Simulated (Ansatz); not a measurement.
Ansatz (an electronic-structure program) run on Al2Cu (I4/mcm, 6 atoms in the cell): self-consistent single point

Computed with PBE (plane waves, PAW; Ansatz).

Input as run:

Ansatz 0.2 input:
```yaml
# Al2Cu
crystal:
  lattice:
    - [-2.99890000, 2.99890000, 2.39273500]
    - [2.99890000, -2.99890000, 2.39273500]
    - [2.99890000, 2.99890000, -2.39273500]
  atoms:
    - { symbol: Al, position: [0.84139000, 0.65861000, 0.50000000] }
    - { symbol: Al, position: [0.15861000, 0.34139000, 0.50000000] }
    - { symbol: Al, position: [0.65861000, 0.15861000, 0.81722000] }
    - { symbol: Al, position: [0.34139000, 0.84139000, 0.18278000] }
    - { symbol: Cu, position: [0.25000000, 0.25000000, 0.00000000] }
    - { symbol: Cu, position: [0.75000000, 0.75000000, 0.00000000] }
kpoints:
  mp_grid: { grid: [6, 6, 6] }
hamiltonian:
  xc: pbe
  pseudopotentials: { kind: paw }
scf:
  occupations: { method: gaussian, width: 0.272 eV }
output:
  forces: true
  eigenvalues: true
  stress: true
```

Output, abridged:

```
WARN basis.ecutwfc = 420 eV, the default
WARN ansatz: RAYON_NUM_THREADS=1 ignored (pool sized by the plan → 1); use --threads N
Pseudopotentials: kind: paw
Pseudopotential: Al, paw, valence charge 3
Pseudopotential: Cu, paw, valence charge 19
Crystal: 6 atoms, lattice volume = 86.075 Å³
Basis set: ecut = 420 eV, 1679 PW (Γ), exchange–correlation on 72×72×72 points (8 copies of the dense FFT grid, shifted against one another)
Bands: 31, of which v1, the nominal top of the filled ones, is band 25 counted from 1 (24 counted from 0)
Symmetry: 16 space group operations
Space group: I4/mcm (ITA 140), of the structure as read, at distance tolerance 4.4e-5 Å
k-points: 30 of 216
Initial density: superposition of atomic densities (neutral atoms: chi_scale 0, normalization atom), corrected by the library's trained network
Initial wavefunctions: pseudopotential atomic-orbital guess
Eigensolver: davidson
Functional: x = pbe(κ = 0.804, μ = 0.2195149727645171), c = pbe(β = 0.06672455060314922)
SCF iter   1: F=—  HF=-15401.373639 eV  |F-HF|=—  |Δ(HF+E_count)|=         —  Δρ=5.22e-3  dr2=1.85e-2  ethr=1.77e-3  ⟨swp⟩=7.3  Hψ=4399  notcnv=0
all-band conjugate gradients solve this SCF's bands
preconditioner: auto → Kerker (q_TF=auto, 2.492 Å⁻¹)
SCF iter   2: F=—  HF=-15401.372661 eV  |F-HF|=—  |Δ(HF+E_count)|=   9.77e-4  Δρ=1.38e-3  dr2=1.36e-3  ethr=3.70e-5  ⟨swp⟩=2.2  Hψ=1513  notcnv=0
SCF iter   3: F=—  HF=-15401.372278 eV  |F-HF|=—  |Δ(HF+E_count)|=   3.84e-4  Δρ=8.69e-4  dr2=1.06e-3  ethr=2.71e-6  ⟨swp⟩=2.1  Hψ=1381  notcnv=0
SCF iter   4: F=—  HF=-15401.372173 eV  |F-HF|=—  |Δ(HF+E_count)|=   1.04e-4  Δρ=3.87e-4  dr2=2.09e-4  ethr=2.11e-6  ⟨swp⟩=1.4  Hψ=936  notcnv=0
SCF iter   5: F=—  HF=-15401.372150 eV  |F-HF|=—  |Δ(HF+E_count)|=   2.37e-5  Δρ=6.95e-5  dr2=6.88e-6  ethr=4.17e-7  ⟨swp⟩=2.0  Hψ=1122  notcnv=0
SCF iter   6: F=—  HF=-15401.372143 eV  |F-HF|=—  |Δ(HF+E_count)|=   6.81e-6  Δρ=1.70e-5  dr2=2.35e-7  ethr=1.38e-8  ⟨swp⟩=2.0  Hψ=1389  notcnv=0
SCF iter   7: F=-15401.372143 eV  HF=-15401.372143 eV  |F-HF|=9.27e-9  |Δ(HF+E_count)|=   3.68e-8  Δρ=2.84e-6  dr2=5.53e-9  ethr=2.00e-10  ⟨swp⟩=7.1  Hψ=3847  notcnv=0
SCF 1 converged in 7 iterations: F = -15401.372143 eV  dr2 = 5.53e-9
SCF converged after 7 iterations
Free energy (F): -15401.372143 eV
Harris-Foulkes:  -15401.372143 eV  (|F-HF|=9.27e-9)
Internal energy: -15401.304461 eV  (E = F + TS)
E sigma→0 (E₀):  -15401.338302 eV
Entropy (-TS):   -0.067682 eV (-11.280 meV/atom)
Fermi energy:    10.871268 eV
--- Per-component energies (eV) ---
  E_band       = -911.188695
  E_kinetic    = 694.455207
  E_local      = -12367.995167  (includes V_loc(G=0)·N_el)
  E_nonlocal   = 808.501680
  E_hartree    = 5602.544570
  E_xc         = -341.862381
  E_vxc        = -352.136234  (∫ρ·V_xc dr)
  E_paw        = -5184.623283  (= ΣΔE_a)
  E_vpaw       = -899.095500  (= ΣTr[D̂ρ^β])
  E_aug_tail   = 0.000554  (compensation charges beyond the density's cutoff)
  E_ewald      = -4612.325641
  E_smearing   = -0.067682  (= −TS)
  E_closure    = 0.000000  (closes the sum)
  Σ components = -15401.372143   (vs F -15401.372143, Δ=0.00e0)
--- Forces (eV/Å), atoms counted from 1 ---
  atom   1  Al    -0.02733990     0.02733990     0.00000000
  atom   2  Al     0.02733990    -0.02733990     0.00000000
  atom   3  Al    -0.02733990    -0.02733990     0.00000000
  atom   4  Al     0.02733990     0.02733990     0.00000000
  atom   5  Cu    -0.00000000     0.00000000     0.00000000
  atom   6  Cu     0.00000000    -0.00000000     0.00000000
  max |Σ_I F_I| component: 2.78e-17 eV/Å
--- Stress (GPa, compression-positive) ---
        3.209234       0.000000       0.000000
        0.000000       3.209234       0.000000
        0.000000      -0.000000       6.366393
  P = ⅓ Tr σ = 4.2616 GPa (42.616 kbar)
  The stress holds the Pulay correction. Without it, at fixed plane waves, as pw.x and ABINIT print it: P = 4.1913 GPa
--- Band table (eV; the first three rows and the last of 30) ---
  k-point 0: bands = ["-102.9381", "-102.9268", "-60.3118", "-60.3118", "-60.3080", "-60.3009", "-60.3009", "-60.1906", "-0.1525", "5.3955", "5.5968", "5.6064", "5.6064", "6.5667", "6.7223", "7.0417", "7.3606", "7.6465", "7.6465", "7.8065", [...]
  k-point 1: bands = ["-102.9381", "-102.9268", "-60.3118", "-60.3118", "-60.3080", "-60.3009", "-60.3009", "-60.1906", "0.0792", "4.9110", "5.5577", "5.5867", "5.6776", "6.4483", "6.7624", "6.7695", "6.9169", "7.1998", "7.6447", "7.6466", "8.1159", [...]
  k-point 2: bands = ["-102.9381", "-102.9268", "-60.3118", "-60.3118", "-60.3080", "-60.3009", "-60.3009", "-60.1906", "0.7669", "3.3912", "5.4635", "5.6774", "5.8486", "6.2845", "6.5196", "6.5571", "6.8681", "7.1376", "7.6411", "7.6466", "8.2907", [...]
  k-point 29: bands = ["-102.9381", "-102.9268", "-60.3118", "-60.3118", "-60.3080", "-60.3009", "-60.3009", "-60.1906", "3.6962", "3.7283", "3.9012", "3.9012", "5.4344", "5.9176", "5.9176", "6.2966", "6.3305", "6.6574", "6.6805", "7.0156", [...]
```

The run converged in 7 iterations.

The starting cell comes from a database of computed structures (which also holds hypothetical and non-ambient phases and stackings), without a prior relaxation at this level. Spin polarisation is off. With a pressure of about 4 GPa the cell is away from its equilibrium volume at this level. Ansatz's pressure includes its estimate of the finite-basis (Pulay) stress.
